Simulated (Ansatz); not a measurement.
**LaTiO2N (I2₁2₁2₁, No. 24, 10 atoms in the cell; start mp-1222738)**

Method: r²SCAN (plane waves, PAW; Ansatz, a program for electronic structure).

Numerical settings: plane-wave cutoff 560 eV, 8×8×8 k mesh, Fermi–Dirac smearing 0.01 eV, no spin polarisation, scalar-relativistic PAW data made under PBE.

Cell (relaxed with PBEsol):

```
LaTiNO2
1.0
   -2.78795     2.80107     3.86035
    2.78795    -2.80107     3.86035
    2.78795     2.80107    -3.86035
La Ti N O
2 2 2 4
Direct
  0.99228   0.75000   0.74228
  0.50772   0.25000   0.75772
  0.25000   0.51883   0.26883
  0.75000   0.98117   0.23117
  0.96375   0.71375   0.25000
  0.53625   0.78625   0.75000
  0.42432   0.75000   0.17432
  0.07568   0.25000   0.32568
  0.95358   0.20358   0.75000
  0.54642   0.29642   0.25000
```

band gap: 1.63 eV
smallest direct gap on the k points sampled: 1.68 eV
direct gap at Γ: 1.70 eV

Note: cell and atoms aren't relaxed at this level (largest force component 0.13 eV/Å, pressure 4.1 GPa).

Spin–orbit coupling is not included.

Static lattice: no zero-point or thermal effects.

A start named mp-… is a Materials Project structure, which need not be a measured phase.
